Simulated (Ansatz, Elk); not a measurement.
An Elk input for a self-consistent single point of CdF2 (Fm-3m, 3 atoms in the cell) (DFT, PBE, all-electron FP-LAPW, Elk's shipped species files, LAPW+lo basis):

```
tasks
  0

xctype
  20

rgkmax
  8.0

gmaxvr
  14.0

nxoapwlo
  1

stype
  0

swidth
  0.0001

maxscl
  100

avec
    0.0000000000    4.9851731058    4.9851731058
    4.9851731058    0.0000000000    4.9851731058
    4.9851731058    4.9851731058    0.0000000000

sppath
  'species/'

atoms
  2
  'Cd.in'
  1
  0.0000000000  0.0000000000  0.0000000000    0.0 0.0 0.0
  'F.in'
  2
  0.2500000000  0.2500000000  0.2500000000    0.0 0.0 0.0
  0.7500000000  0.7500000000  0.7500000000    0.0 0.0 0.0

ngridk
  7 7 7
```

Question: Translate this input to Ansatz (a quantum-chemistry and plane-wave program).

Answer: One input that does it (others would too):

Ansatz 0.2 input:
```yaml
# CdF2
crystal:
  lattice:
    - [0.000000, 2.638040, 2.638040]
    - [2.638040, 0.000000, 2.638040]
    - [2.638040, 2.638040, 0.000000]
  atoms:
    - { symbol: Cd, position: [0.000000, 0.000000, 0.000000] }
    - { symbol: F, position: [0.250000, 0.250000, 0.250000] }
    - { symbol: F, position: [0.750000, 0.750000, 0.750000] }
basis:
  ecutwfc: 420.0
kpoints:
  mp_grid: { grid: [7, 7, 7] }
hamiltonian:
  xc: pbe
  pseudopotentials: { kind: paw }
scf:
  occupations: { method: fixed }
output:
  forces: true
  eigenvalues: true
  stress: true
```

Basis, cutoffs, solver keys and any potentials are the target program's own. This input uses DFT, PBE, plane waves, default PAW files. Both were run: gap on the mesh 3.438 eV in Elk and 3.390 in Ansatz.

On Elk: the starting cell comes from a database of computed structures (which also holds hypothetical and non-ambient phases and stackings), without a prior relaxation at this level. Its lattice was rescaled by a random factor within 2.5 % of one. For this run, on top of that: lattice scaled by 0.98. Values depend on the basis (sphere radii, cutoffs, local orbitals), which need not be converged.

On Ansatz: the starting cell comes from a database of computed structures (which also holds hypothetical and non-ambient phases and stackings), without a prior relaxation at this level. Its lattice was rescaled by a random factor within 2.5 % of one. For this run, on top of that: lattice scaled by 0.98. With a pressure of about 14 GPa the cell is away from its equilibrium volume at this level.
